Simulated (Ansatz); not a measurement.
# SnTe: biaxial strain +1.50 %, plane normal [001], relaxed out of plane

The reference is SnTe in the rock salt structure (space group Fm-3m, No. 225; a = 6.289 Å). Axes: x, y, z lie along the cube axes.

It is then changed as follows: tensile biaxial strain of 1.50 % in the plane normal to [001], as in epitaxy on a mismatched substrate; the out-of-plane cell vector and the atoms relax.

Level of theory: PBEsol in Ansatz (plane waves to 420 eV, PAW, without spin-orbit coupling). Settings: 13×13×13 k-points, 0.05 eV Fermi–Dirac smearing.

The volume per atom increases by 0.922 Å³, from 31.09 Å³ to 32.02 Å³ and the space group goes from Fm-3m (No. 225) to I4/mmm (No. 139). The shortest interatomic distance hardly moves (314.5 pm against 314.3 pm) and the energy goes up by 5.8 meV/atom. The pressure (mean of the normal stresses, compression positive) shrinks by 1.26 GPa (-0.01 GPa → -1.27 GPa) and the band gap decreases by 0.07 eV (0.16 eV → 0.09 eV) (uncertain: the edges found look like a band crossing or inverted bands; both cells). The out-of-plane strain comes out as -0.05 % and the ratio −ε⊥/ε∥ amounts to 0.04. The mean in-plane stress (compression positive) comes out as -1.9 GPa.

Spin-orbit coupling, missing from the scalar runs, can matter with Te. Stability against distortions was not tested. A zero or small gap of SnTe can be the functional's error rather than a property of the material.

Ansatz is an electronic-structure program.
